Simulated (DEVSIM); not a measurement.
System: Pt/AlN/n-GaAs capacitor, at 300 K.

```csv
layer (left to right),material,thickness (nm),Nd (cm⁻³)
1,AlN,6.00,-
2,GaAs,11000,3.5e15
```

Metal gate on the left, work function 5.6 eV. Fixed charge at the semiconductor interface 1.3e10 cm⁻² (in units of +e); interface traps 1.5e10 cm⁻² eV⁻¹, uniform in energy, neutral level at 0.3 of the gap above the valence band.

Constants are typed, rounded textbook-type inputs, not results; the design itself was drawn at random and stands for no fabricated device. Values at 300 K.

```csv
parameter,AlN,GaAs
gap (eV),6.1,1.424
affinity (eV),1.9,4.07
permittivity,8.5,12.9
Nc (cm⁻³),-,4.7e17
Nv (cm⁻³),-,9e18
```

Simulated with DEVSIM: 1D Poisson equation in equilibrium, Boltzmann statistics, complete ionisation; no quantum confinement or tunnelling. Metal contacts follow the ideal Schottky-Mott rule: no Fermi-level pinning, no interface dipoles.

Question: Give the band bending (positive: bands bend down) and minority sheet density.

Answer: 
```csv
Vg (V),ψs (V),minority carriers (cm⁻²)
-0.1,-1.291,1.4e12
0.2,-1.166,4.0e10
0.5,-0.875,< 1e8
0.8,-0.581,< 1e8
1.1,-0.288,< 1e8
1.4,-0.003,< 1e8
```
